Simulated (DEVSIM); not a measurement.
Device: Pd/SiON/p-Ge capacitor, at 400 K.

Layer 1 from the left is SiON, thickness (nm) 20.0. Layer 2 from the left is Ge, thickness (nm) 930, Na (cm⁻³) 4.1e17.

Metal gate on the left, work function 5.2 eV. Fixed charge at the semiconductor interface 0 cm⁻² (in units of +e); no interface traps.

This is a model device: material constants are rounded textbook-type values typed into the input, and sizes, dopings and lifetimes were drawn at random. Values at 300 K; Nc and Nv go as T^1.5, mobilities as T to minus their exponent, the gap by Varshni's rule with the affinity fixed.

SiON: gap (eV) 7, affinity (eV) 1.4, permittivity 5.5. Ge: gap (eV) 0.664, affinity (eV) 4, permittivity 16, Nc (cm⁻³) 1.04e19, Nv (cm⁻³) 6e18, Varshni α (eV/K) 0.000477, Varshni β (K) 235.

DEVSIM, 1D Poisson equation in equilibrium, Boltzmann statistics, complete ionisation; no quantum confinement or tunnelling. Metal contacts follow the ideal Schottky-Mott rule: no Fermi-level pinning, no interface dipoles.

Problem. What does the simulation give for the minimum of the low-frequency capacitance, the flat-band voltage?

Solution. minimum of the low-frequency capacitance 0.159 μF/cm²; flat-band voltage 0.68 V.
